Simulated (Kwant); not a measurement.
Device: wire with an abrupt hard-wall neck in a Si two-dimensional gas. Effective mass 0.19 mₑ, grid spacing 4.2 nm, hard walls, nominal width 100 nm (23 grid rows, so walls 100.8 nm apart), one parabolic valley, scattering region 300 nm long along x; energies count from the band bottom; Fermi energy swept from 9.8955e-05 to 0.006058 eV. Central neck 69 nm wide and 120 nm long.

Constants are typed, rounded textbook-type inputs, not results; the design itself was drawn at random and stands for no fabricated device.

Model: effective-mass tight-binding model on a square grid, one spin, coherent transport at 0 K (Kwant). Conductance is in e²/h.

**Question.** How many channels do the leads carry at E = 1.91, 3.64, 5.71 meV?

**Answer.** The hard-wall thresholds are n² ħ²π²/(2mW²) = n² × 0.195 meV with W = 100.8 nm. √(1.91/0.195) = 3.13, so 3. √(3.64/0.195) = 4.32, so 4. √(5.71/0.195) = 5.42, so 5.
